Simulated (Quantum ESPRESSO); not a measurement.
A self-consistent single point of ZnBr2 (R-3m, 3 atoms in the cell) with Quantum ESPRESSO.

Method of the run: Wu-Cohen GGA, SSSP 1.1.2 precision (PBE) pseudopotentials (plane waves; Quantum ESPRESSO).

```yaml
crystal:
  lattice:
    - [1.91325, 1.10461, 7.38660]
    - [-1.91325, 1.10461, 7.38660]
    - [0.00000, -2.20922, 7.38660]
  atoms:
    - { symbol: Zn, position: [0.00000, 0.00000, 0.00000] }
    - { symbol: Br, position: [0.26632, 0.26632, 0.26632] }
    - { symbol: Br, position: [0.73368, 0.73368, 0.73368] }
```

Reference input (self-consistent single point, DFT, LDA (PZ), plane waves, GBRV 1.5 ultrasoft (LDA) pseudopotentials): ecutwfc = 50 Ry; ecutrho = 250 Ry; occupations = fixed; potentials = {Zn: zn_lda_v1.uspp.F.UPF, Br: br_lda_v1.4.uspp.F.UPF}; K_POINTS = automatic 7 7 7 0 0 0; nbnd = 19; conv_thr = 1e-10 Ry; mixing_beta = 0.7. This run's input differs from it in these lines:

```diff
@@ -12,6 +12,7 @@
  ntyp = 2,
- ecutwfc = 50,
- ecutrho = 250,
+ ecutwfc = 65,
+ ecutrho = 520,
  occupations = 'fixed',
  nbnd = 19,
+ input_dft = 'wc',
 /
@@ -22,4 +23,4 @@
 ATOMIC_SPECIES
-Zn    65.3800  zn_lda_v1.uspp.F.UPF
-Br    79.9040  br_lda_v1.4.uspp.F.UPF
+Zn    65.3800  Zn_pbe_v1.uspp.F.UPF
+Br    79.9040  br_pbe_v1.4.uspp.F.UPF
 ATOMIC_POSITIONS {angstrom}
```

Output, abridged:

```
     Self-consistent Calculation

     iteration #  1     ecut=    65.00 Ry     beta= 0.70

     Threshold (ethr) on eigenvalues was too large:
     Diagonalizing with lowered threshold

     total energy              =    -554.93010163 Ry
     estimated scf accuracy    <       0.09849292 Ry

     iteration #  2     ecut=    65.00 Ry     beta= 0.70

     total energy              =    -554.94924893 Ry
     estimated scf accuracy    <       0.13261594 Ry

     iteration #  3     ecut=    65.00 Ry     beta= 0.70

     total energy              =    -554.97642096 Ry
     estimated scf accuracy    <       0.00110310 Ry

   [... 4 blocks of this kind left out ...]

     iteration #  8     ecut=    65.00 Ry     beta= 0.70

     total energy              =    -554.97666393 Ry
     estimated scf accuracy    <       0.00000002 Ry

     iteration #  9     ecut=    65.00 Ry     beta= 0.70
     End of self-consistent calculation

     highest occupied, lowest unoccupied level (ev):     1.7955    4.9278

!    total energy              =    -554.97666394 Ry
     estimated scf accuracy    <          9.7E-11 Ry

     convergence has been achieved in   9 iterations

     Forces acting on atoms (cartesian axes, Ry/au):

     atom    1 type  1   force =     0.00000000    0.00000000    0.00000000
     atom    2 type  2   force =     0.00000000    0.00000000    0.01341688
     atom    3 type  2   force =     0.00000000   -0.00000000   -0.01341688

     Total force =     0.018974     Total SCF correction =     0.000028

          total   stress  (Ry/bohr**3)                   (kbar)     P=      -24.14
  -0.00018612  -0.00000000   0.00000000          -27.38       -0.00        0.00
   0.00000000  -0.00018612   0.00000000            0.00      -27.38        0.00
   0.00000000   0.00000000  -0.00012014            0.00        0.00      -17.67

   JOB DONE.
```

The run converged in 9 iterations. Against the reference run the pressure goes from -4.12 to -2.41 GPa, the largest force goes from 0.538 to 0.345 eV/Å and the gap on the mesh goes from 2.929 to 3.132 eV.

The starting cell comes from a database of computed structures (which also holds hypothetical and non-ambient phases and stackings), without a prior relaxation at this level. Its lattice was rescaled by a random factor within 2.5 % of one.

Cost on one core of a shared machine: roughly 5 min.
